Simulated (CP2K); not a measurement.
**CP2K run on CdTe (F-43m, 2 atoms in the cell): self-consistent single point**

Method of the run: PBE, GPW, DZVP-MOLOPT-SR-GTH basis, GTH-PBE potentials (GTH_POTENTIALS) run with CP2K 2026.2.

Input as run:

```
&GLOBAL
  PROJECT calc
  RUN_TYPE ENERGY_FORCE
  PRINT_LEVEL MEDIUM
&END GLOBAL
&FORCE_EVAL
  METHOD Quickstep
  STRESS_TENSOR ANALYTICAL
  &DFT
    BASIS_SET_FILE_NAME BASIS_MOLOPT
    POTENTIAL_FILE_NAME GTH_POTENTIALS
    &QS
      METHOD GPW
      EPS_DEFAULT 1E-10
    &END QS
    &MGRID
      CUTOFF 500
      REL_CUTOFF 50
      NGRIDS 5
    &END MGRID
    &SCF
      SCF_GUESS ATOMIC
      EPS_SCF 1E-6
      MAX_SCF 100
      ADDED_MOS 4
      &DIAGONALIZATION
        ALGORITHM STANDARD
      &END DIAGONALIZATION
      &MIXING
        METHOD BROYDEN_MIXING
        ALPHA 0.4
        NBUFFER 8
      &END MIXING
    &END SCF
    &KPOINTS
      SCHEME MONKHORST-PACK 9 9 9
    &END KPOINTS
    &XC
      &XC_FUNCTIONAL PBE
      &END XC_FUNCTIONAL
    &END XC
    &PRINT
      &MO
        EIGENVALUES T
        OCCUPATION_NUMBERS T
        NDIGITS 8
        FILENAME mo
        &EACH
          QS_SCF 0
        &END EACH
        ADD_LAST NUMERIC
      &END MO
      &MULLIKEN ON
      &END MULLIKEN
    &END PRINT
  &END DFT
  &SUBSYS
    &CELL
      A 4.65553600 0.00000000 0.00000000
      B 2.32776800 4.03181200 0.00000000
      C 2.32776800 1.34393700 3.80122900
      PERIODIC XYZ
    &END CELL
    &COORD
      SCALED
      Cd       0.00000000     0.00000000     0.00000000
      Te       0.25000000     0.25000000     0.25000000
    &END COORD
    &KIND Cd
      BASIS_SET DZVP-MOLOPT-SR-GTH-q12
      POTENTIAL GTH-PBE-q12
    &END KIND
    &KIND Te
      BASIS_SET DZVP-MOLOPT-SR-GTH-q6
      POTENTIAL GTH-PBE-q6
    &END KIND
  &END SUBSYS
  &PRINT
    &FORCES ON
    &END FORCES
    &STRESS_TENSOR ON
    &END STRESS_TENSOR
  &END PRINT
&END FORCE_EVAL
```

Log, with long lists cut:

```
 GLOBAL| Method name                                                        CP2K
 GLOBAL| Project name                                                       calc
 GLOBAL| Run type                                                   ENERGY_FORCE

 CELL| Volume [angstrom^3]:                                            71.350003
 CELL| Vector a [angstrom]:       4.656     0.000     0.000   |a| =     4.655536
 CELL| Vector b [angstrom]:       2.328     4.032     0.000   |b| =     4.655536
 CELL| Vector c [angstrom]:       2.328     1.344     3.801   |c| =     4.655536
 CELL| Angle (b,c), alpha [degree]:                                    60.000003
 CELL| Angle (a,c), beta  [degree]:                                    59.999998
 CELL| Angle (a,b), gamma [degree]:                                    59.999997
 CELL| Numerically orthorhombic:                                              NO
 CELL| Periodicity                                                           XYZ

 DFT| Spin restricted Kohn-Sham (RKS) calculation                            RKS
 DFT| Multiplicity                                                             1
 DFT| Number of spin states                                                    1
 DFT| Charge                                                                   0
 DFT| XC density smoothing                                                  NONE
 DFT| XC derivatives                                                          PW

 QS| Method:                                                                 GPW
 QS| Density plane wave grid type                        NON-SPHERICAL FULLSPACE
 QS| Number of grid levels:                                                    5
 QS| Density cutoff [a.u.]:                                                250.0
 QS| Multi grid cutoff [a.u.]: 1) grid level                               250.0
   [... lines left out ...]
 BRILLOUIN| Wavefunction type                                            COMPLEX
 BRILLOUIN| List of Kpoints [2 Pi/Bohr]                                      365
 BRILLOUIN| Number           Weight            X              Y              Z
 BRILLOUIN|     1           0.00274       -0.44444       -0.44444       -0.44444
 BRILLOUIN|     2           0.00274       -0.44444       -0.44444       -0.33333
 BRILLOUIN|     3           0.00274       -0.44444       -0.44444       -0.22222
   [... 362 lines left out ...]
 *******************************************************************************

 Extrapolation method: initial_guess

 Re-scaling the density matrix to get the right number of electrons
                  # Electrons              Trace(P)               Scaling factor
                           18                18.000                        1.000

 Number of electrons:                                                         18
 Number of occupied orbitals:                                                  9
 Number of molecular orbitals:                                                13

 Number of orbital functions:                                                 38
 Number of independent orbital functions:                                     38
 SCF WAVEFUNCTION OPTIMIZATION

  Step     Update method      Time    Convergence         Total energy    Change
     1 NoMix/Diag. 0.40E+00      -     1.38888606       -54.3228127855 -5.43E+01
     2 Broy./Diag. 0.40E+00      -     0.07620005       -54.3921472732 -6.93E-02
     3 Broy./Diag. 0.40E+00      -     0.03853103       -54.2913611488  1.01E-01
     4 Broy./Diag. 0.40E+00      -     0.00270353       -54.2664400679  2.49E-02
     5 Broy./Diag. 0.40E+00      -     0.00080187       -54.2673059140 -8.66E-04
     6 Broy./Diag. 0.40E+00      -     0.00030909       -54.2643770108  2.93E-03
     7 Broy./Diag. 0.40E+00      -     0.00002406       -54.2633534622  1.02E-03
     8 Broy./Diag. 0.40E+00      -     0.00002669       -54.2635050988 -1.52E-04
     9 Broy./Diag. 0.40E+00      -     0.00000410       -54.2635966437 -9.15E-05
    10 Broy./Diag. 0.40E+00      -     0.00000033       -54.2635939359  2.71E-06
  *** SCF run converged in    10 steps ***

  Electronic density on regular grids:        -17.9999999984        0.0000000016
  Core density on regular grids:               17.9999999970       -0.0000000030
  Total charge density on r-space grids:       -0.0000000014
  Total charge density g-space grids:          -0.0000000014

  Overlap energy of the core charge distribution:               0.00000000068468
  Self energy of the core charge distribution:                -91.51913244584948
  Core Hamiltonian energy:                                     27.68680418243012
  Hartree energy:                                              18.00813694098132
  Exchange-correlation energy:                                 -8.43940261417675

  Total energy:                                               -54.26359393593010

                     Mulliken Population Analysis

 #  Atom  Element  Kind  Atomic population                           Net charge
       1     Cd       1         12.095508                             -0.095508
       2     Te       2          5.904492                              0.095508
 # Total charge                             18.000000                 -0.000000

 ENERGY| Total FORCE_EVAL ( QS ) energy [hartree]            -54.263593459967893

 FORCES| Atomic forces [hartree/bohr]
 FORCES|   Atom     x               y               z               |f|
 FORCES|      1  1.54508098E-10  3.92875046E-09 -2.16346693E-10   3.93773524E-09
 FORCES|      2  1.17895581E-10 -3.77245612E-09  3.26789927E-10   3.78841869E-09
 FORCES| Sum     2.72403679E-10  1.56294341E-10  1.10443235E-10
 FORCES| Total atomic force                                       3.32910489E-10

 STRESS| Analytical stress tensor [bar]
 STRESS|                        x                   y                   z
 STRESS|      x        1.15413896109E+04  -1.05278887286E-01  -7.44434449252E-02
 STRESS|      y       -1.05278887286E-01   1.15415439921E+04  -4.02458675024E-02
 STRESS|      z       -7.44434449252E-02  -4.02458675024E-02   1.15415682713E+04
 STRESS| 1/3 Trace                                             1.15415006248E+04
```

The run converged in 10 iterations.

The starting cell comes from a database of computed structures (which also holds hypothetical and non-ambient phases and stackings), without a prior relaxation at this level. Its lattice was rescaled by a random factor within 2.5 % of one. Values carry the incompleteness of an atom-centred basis.

Cost on one core of a shared machine: roughly 30 s.
